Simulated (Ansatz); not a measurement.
## CsPbCl3 under a change: isotropic strain −1.20 %

The reference is CsPbCl$_{3}$ in the cubic perovskite structure (space group Pm-3m, No. 221; a = 5.736 Å).

Modification: every lattice vector is shortened by 1.20 %, atoms relaxed at fixed cell.

Computed with Ansatz (a quantum-chemistry and plane-wave program) PBE, no spin-orbit coupling. Γ-centred 6×6×6 mesh, Fermi–Dirac width 0.05 eV.

```tsv
quantity	base	changed	shift
volume per atom	37.74 Å³	36.39 Å³	-1.342 Å³
space group	Pm-3m (No. 221)	Pm-3m (No. 221)	–
shortest interatomic distance	2.868 Å	2.833 Å	-0.0344 Å
energy relative to the base (free energy F)	0 meV/atom	+3.5 meV/atom	+3.5 meV/atom
pressure	0.00 GPa	0.86 GPa	+0.86 GPa
band gap	2.21 eV	2.07 eV	-0.14 eV
gap character	direct at R	direct at R	–
mean gap deformation potential ΔEg/Δln V	–	+3.8 eV	–
width of the top valence band	2.05 eV	2.30 eV	+0.256 eV
electron mass (degenerate bands, along [100])	0.12, 0.93, 0.93 mₑ (at R)	0.11, 0.88, 0.88 mₑ (at R)	–
hole mass	0.22 mₑ (at R)	0.20 mₑ (at R)	–
valley order (the lowest conduction-band minima on the path, energy above the VBM, named in the base's zone)	R along ⟨111⟩ 2.21 eV; Γ 3.67 eV	R along ⟨111⟩ 2.07 eV; Γ 3.50 eV	–
```

Final structure:

```yaml
crystal:
  lattice:
    - [5.66678, 0.00000, 0.00000]
    - [0.00000, 5.66678, 0.00000]
    - [0.00000, 0.00000, 5.66678]
  atoms:
    - { symbol: Cs, position: [0.00000, 0.00000, 0.00000] }
    - { symbol: Pb, position: [0.50000, 0.50000, 0.50000] }
    - { symbol: Cl, position: [0.50000, 0.00000, 0.50000] }
    - { symbol: Cl, position: [0.00000, 0.50000, 0.50000] }
    - { symbol: Cl, position: [0.50000, 0.50000, 0.00000] }
```

With Pb present, leaving out spin-orbit coupling can change the band edges. Effective masses come from finite differences of ±0.01 Å⁻¹. Stability against distortions was not tested. Many cubic perovskites are stable only at high temperature; tilts and polar distortions were not tested. This is not the structure that CsPbCl3 has at room temperature and ambient pressure.
